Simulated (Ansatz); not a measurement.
# Input and output of a self-consistent single point for PtAu (P-6m2, 2 atoms in the cell) (Ansatz)

Level of theory: LDA (PW92), default PAW files made with PBE (plane waves; Ansatz, a first-principles code).

Input:

Ansatz 0.2 input:
```yaml
crystal:
  lattice:
    - [2.785144, 0.000000, 0.000000]
    - [-1.392572, 2.412005, 0.000000]
    - [0.000000, 0.000000, 4.813153]
  atoms:
    - { symbol: Pt, position: [0.666667, 0.333333, 0.000000] }
    - { symbol: Au, position: [0.000000, 0.000000, 0.500000] }
basis:
  ecutwfc: 420.0
kpoints:
  mp_grid:
    grid: [14, 14, 7]
hamiltonian:
  xc: lda
  pseudopotentials:
    kind: paw
scf:
  occupations:
    method: gaussian
    width: 0.1
output:
  forces: true
  eigenvalues: true
  stress: true
```

Output, abridged:

```
WARN the atoms were moved onto the symmetric positions of the space group found under crystal.symmetry.tolerance 1.0e-5 (fractional …
WARN ansatz: RAYON_NUM_THREADS=1 ignored (pool sized by the plan → 1); use --threads N
Pseudopotentials: kind: paw
Pseudopotential: Pt, paw, valence charge 18
Pseudopotential: Au, paw, valence charge 19
Crystal: 2 atoms, lattice volume = 32.334 Å³
Basis set: ecut = 420 eV, 641 PW (Γ)
Bands: 23, of which v1, the nominal top of the filled ones, is band 19 counted from 1 (18 counted from 0)
Symmetry: 12 space group operations
Space group: P-6m2 (ITA 187), of the structure as read, at distance tolerance 3.2e-5 Å
k-points: 96 of 1372 (time reversal used)
PAW frozen core: Pt, regenerated for the run's functional, and the local potential with it
PAW frozen core: Au, regenerated for the run's functional, and the local potential with it
Initial density: superposition of atomic densities (neutral atoms: chi_scale 0, normalization atom), corrected by the library's trained network
Initial wavefunctions: pseudopotential atomic-orbital guess
Eigensolver: davidson
Functional: x = slater, c = lda
SCF iter   1: F=—  HF=-25109.822971 eV  |F-HF|=—  |Δ(HF+E_count)|=         —  Δρ=8.01e-3  dr2=2.15e-2  ethr=1.77e-3  ⟨swp⟩=4.9  Hψ=8380  notcnv=0
all-band conjugate gradients solve this SCF's bands
preconditioner: auto → Kerker (q_TF=auto, 2.790 Å⁻¹)
SCF iter   2: F=—  HF=-25109.820699 eV  |F-HF|=—  |Δ(HF+E_count)|=   2.27e-3  Δρ=3.76e-3  dr2=3.63e-3  ethr=5.80e-5  ⟨swp⟩=1.2  Hψ=3009  notcnv=0
SCF iter   3: F=—  HF=-25109.820077 eV  |F-HF|=—  |Δ(HF+E_count)|=   6.22e-4  Δρ=1.08e-3  dr2=6.19e-4  ethr=9.81e-6  ⟨swp⟩=2.1  Hψ=3055  notcnv=0
SCF iter   4: F=—  HF=-25109.819941 eV  |F-HF|=—  |Δ(HF+E_count)|=   1.36e-4  Δρ=3.04e-4  dr2=8.42e-5  ethr=1.67e-6  ⟨swp⟩=1.0  Hψ=2164  notcnv=0
SCF iter   5: F=—  HF=-25109.819905 eV  |F-HF|=—  |Δ(HF+E_count)|=   3.56e-5  Δρ=1.17e-4  dr2=9.95e-6  ethr=2.27e-7  ⟨swp⟩=2.3  Hψ=3139  notcnv=0
SCF iter   6: F=—  HF=-25109.819903 eV  |F-HF|=—  |Δ(HF+E_count)|=   1.93e-6  Δρ=2.40e-5  dr2=1.82e-7  ethr=2.69e-8  ⟨swp⟩=1.7  Hψ=2518  notcnv=0
SCF iter   7: F=-25109.819903 eV  HF=-25109.819903 eV  |F-HF|=8.15e-10  |Δ(HF+E_count)|=   2.61e-8  Δρ=2.98e-6  dr2=2.35e-9  ethr=2.70e-10  ⟨swp⟩=6.0  Hψ=8491  notcnv=0
SCF 1 converged in 7 iterations: F = -25109.819903 eV  dr2 = 2.35e-9
SCF converged after 7 iterations
Free energy (F): -25109.819903 eV
Harris-Foulkes:  -25109.819903 eV  (|F-HF|=8.15e-10)
Internal energy: -25109.815760 eV  (E = F + TS)
E sigma→0 (E₀):  -25109.817831 eV
Entropy (-TS):   -0.004143 eV (-2.072 meV/atom)
Fermi energy:    20.986827 eV
--- Per-component energies (eV) ---
  E_band       = -356.404837
  E_kinetic    = 1242.984425
  E_local      = -3204.296313  (includes V_loc(G=0)·N_el)
  E_nonlocal   = 288.701379
  E_hartree    = 1277.680869
  E_xc         = -486.860416
  E_vxc        = -577.445453  (∫ρ·V_xc dr)
  E_paw        = -18601.049375  (= ΣΔE_a)
  E_vpaw       = -661.710879  (= ΣTr[D̂ρ^β])
  E_aug_tail   = 0.001516  (compensation charges beyond the density's cutoff)
  E_ewald      = -5627.964432
  E_core_change = 0.986587  (= ΣΔE_core)
  E_smearing   = -0.004143  (= −TS)
  E_closure    = 0.000000  (closes the sum)
  Σ components = -25109.819903   (vs F -25109.819903, Δ=0.00e0)
--- Forces (eV/Å), atoms counted from 1 ---
  atom   1  Pt     0.00000000    -0.00000000     0.00000000
  atom   2  Au    -0.00000000     0.00000000    -0.00000000
  max |Σ_I F_I| component: 1.85e-17 eV/Å
--- Stress (GPa, compression-positive) ---
       -6.851094       0.000000      -0.000000
        0.000000      -6.851094      -0.000000
       -0.000000      -0.000000      -7.586067
  P = ⅓ Tr σ = -7.0961 GPa (-70.961 kbar)
  The stress holds the Pulay correction. Without it, at fixed plane waves, as pw.x and ABINIT print it: P = -7.1399 GPa
--- Band table (eV; the first three rows and the last of 96) ---
  k-point 0: bands = ["-84.3172", "-77.0128", "-35.6427", "-35.5320", "-35.5320", "-31.0358", "-31.0358", "-30.9816", "11.2927", "13.8444", "16.7334", "16.7334", "16.8406", "18.1234", "18.1234", "18.3153", "18.3153", "20.1945", "20.5662", "20.5662", [...]
  k-point 1: bands = ["-84.3172", "-77.0128", "-35.6421", "-35.5320", "-35.5320", "-31.0358", "-31.0358", "-30.9825", "11.4589", "13.8277", "16.7177", "16.7177", "16.7821", "17.9607", "17.9607", "18.5245", "18.5245", "19.3829", "20.5485", "20.5485", [...]
  k-point 2: bands = ["-84.3172", "-77.0128", "-35.6409", "-35.5320", "-35.5320", "-31.0358", "-31.0358", "-30.9846", "11.9251", "13.7248", "16.6096", "16.6867", "16.6867", "17.7848", "17.7848", "18.1200", "18.8145", "18.8145", "20.4942", "20.4942", [...]
  k-point 95: bands = ["-84.3018", "-76.9896", "-35.7305", "-35.6922", "-35.6057", "-31.3016", "-31.2503", "-30.9354", "15.4084", "15.7505", "16.0979", "16.1721", "16.7455", "17.5306", "18.3796", "18.6301", "19.8915", "20.6479", "25.7613", [...]
```

The run converged in 7 iterations.

The starting cell comes from a database of computed structures (which also holds hypothetical and non-ambient phases and stackings), without a prior relaxation at this level. Its lattice was rescaled by up to half a per cent. Spin-orbit coupling is off. Spin polarisation is off. With a pressure of about -7 GPa the cell is away from its equilibrium volume at this level. Ansatz's pressure includes its estimate of the finite-basis (Pulay) stress.
